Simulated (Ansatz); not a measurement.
# PBE against r2SCAN: Rh, isotropic strain +1.13 %

The parent structure is Rh in the fcc (Cu type) structure (space group Fm-3m, No. 225; a = 3.832 Å; relaxed with 0.1 eV smearing).

(Cell as relaxed with PBE.)

Levels (all Ansatz, an electronic-structure program, PAW): PBE (420 eV, spin-orbit coupling left out); r2SCAN (500 eV, scalar-relativistic without spin-orbit coupling).

Each level relaxes its own structure.

```
base                      PBE    r2SCAN
-------------------  --------  --------
volume per atom      14.07 Å³  13.73 Å³
lattice parameter a   3.832 Å   3.802 Å
band gap                 zero      zero
```

The change: every lattice vector is stretched by 1.13 %; the atoms relax in the strained cell.

```json
[
 {"quantity": "energy relative to the base (free energy F)", "PBE": "+12 meV/atom", "r2SCAN": "___"},
 {"quantity": "pressure", "PBE": "-7.9 GPa", "r2SCAN": "___"}
]
```

Question: Given the PBE results, estimate those of r2SCAN.

Answer: 
- energy relative to the base (free energy F), r2SCAN: +13 meV/atom
- pressure, r2SCAN: -8.6 GPa

PBE's energy relative to the base lies 0.9 meV/atom below r2SCAN's; PBE's pressure lies 0.78 GPa above r2SCAN's. Neither level is exact; r2SCAN is the comparison here, not a measurement.

No phonon test of stability was made. All final runs are without spin polarisation. Rh lies near a magnetic instability that expansion can trigger; it was not tested.
